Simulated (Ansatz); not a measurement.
Worked example: self-consistent single point of NbRu (P4mm, 2 atoms in the cell) in Ansatz (a quantum-chemistry and plane-wave program).

Method of the run: LDA (PW92), harder PAW files (source: ansatz) made with PBE (plane waves; Ansatz).

```
NbRu
1.0
    3.06874     0.00000     0.00000
    0.00000     3.06874     0.00000
    0.00000     0.00000     3.44215
Nb Ru
1 1
Cartesian
  0.00000   0.00000   0.05000
  1.53437   1.53437   1.72107
```

Reference input (self-consistent single point, DFT, LDA (PW92), plane waves, default PAW files made with PBE): basis.ecutwfc = 420 eV; kpoints.mp_grid.grid = 11 11 10; hamiltonian.xc = lda; hamiltonian.pseudopotentials = {kind: paw} (the program's default PAW files); scf.occupations.method = fermi_dirac; scf.occupations.width = 0.1 eV. This run's input differs from it in these lines:

Ansatz 0.2 input:
```diff
@@ -10,3 +10,3 @@
 basis:
-  ecutwfc: 420.0 eV
+  ecutwfc: 1415.0 eV
 kpoints:
@@ -15,3 +15,3 @@
   xc: lda
-  pseudopotentials: { kind: paw }
+  pseudopotentials: { kind: paw, source: ansatz }
 scf:
```

Output, abridged:

```
SCF iter   1: F=—  HF=-10212.141508 eV  |F-HF|=—  |Δ(HF+E_count)|=         —  Δρ=1.78e-1  dr2=1.33e1  ethr=3.10e-3  ⟨swp⟩=4.1  Hψ=9859  notcnv=0
all-band conjugate gradients solve this SCF's bands
preconditioner: auto → none
SCF iter   2: F=—  HF=-10210.560047 eV  |F-HF|=—  |Δ(HF+E_count)|=    1.58e0  Δρ=1.06e-1  dr2=4.77e0  ethr=3.10e-3  ⟨swp⟩=2.8  Hψ=4944  notcnv=0
   [... lines left out ...]
SCF iter   5: F=—  HF=-10209.854543 eV  |F-HF|=—  |Δ(HF+E_count)|=   2.06e-4  Δρ=6.41e-4  dr2=1.28e-4  ethr=3.32e-6  ⟨swp⟩=2.3  Hψ=4162  notcnv=0
SCF iter   6: F=—  HF=-10209.854527 eV  |F-HF|=—  |Δ(HF+E_count)|=   1.61e-5  Δρ=1.29e-4  dr2=4.23e-6  ethr=4.40e-7  ⟨swp⟩=2.4  Hψ=4050  notcnv=0
SCF iter   7: F=—  HF=-10209.854417 eV  |F-HF|=—  |Δ(HF+E_count)|=   1.09e-4  Δρ=4.11e-5  dr2=7.37e-7  ethr=1.46e-8  ⟨swp⟩=2.5  Hψ=3762  notcnv=0
SCF iter   8: F=-10209.854417 eV  HF=-10209.854417 eV  |F-HF|=5.44e-8  |Δ(HF+E_count)|=   1.32e-7  Δρ=1.19e-5  dr2=6.02e-8  ethr=3.45e-10  ⟨swp⟩=3.5  Hψ=10036  notcnv=0
SCF 1 converged in 8 iterations: F = -10209.854417 eV  dr2 = 6.02e-8
Free energy (F): -10209.854417 eV
Internal energy: -10209.772492 eV  (E = F + TS)
E sigma→0 (E₀):  -10209.813454 eV
Entropy (-TS):   -0.081926 eV (-40.963 meV/atom)
Fermi energy:    19.898341 eV
--- Forces (eV/Å), atoms counted from 1 ---
  atom   1  Nb    -0.00000000     0.00000000    -0.08980676
  atom   2  Ru    -0.00000000     0.00000000     0.08991748
--- Stress (GPa, compression-positive) ---
      -14.827383       0.000000      -0.000000
        0.000000     -14.827383       0.000000
       -0.000000       0.000000     -14.787759
  P = ⅓ Tr σ = -14.8142 GPa (-148.142 kbar)
  The stress holds the Pulay correction. Without it, at fixed plane waves, as pw.x and ABINIT print it: P = -14.8348 GPa
```

The run converged in 8 iterations. Against the reference run the pressure moves little (-14.84 to -14.81 GPa) and the largest force hardly changes (0.089 to 0.090 eV/Å).

The starting cell comes from a database of computed structures (which also holds hypothetical and non-ambient phases and stackings), without a prior relaxation at this level. Its lattice was rescaled by up to half a per cent. One atom was moved a little off its site on purpose. Spin polarisation is off. Ansatz's pressure includes its estimate of the finite-basis (Pulay) stress.

Cost on one core of a shared machine: roughly 50 s.
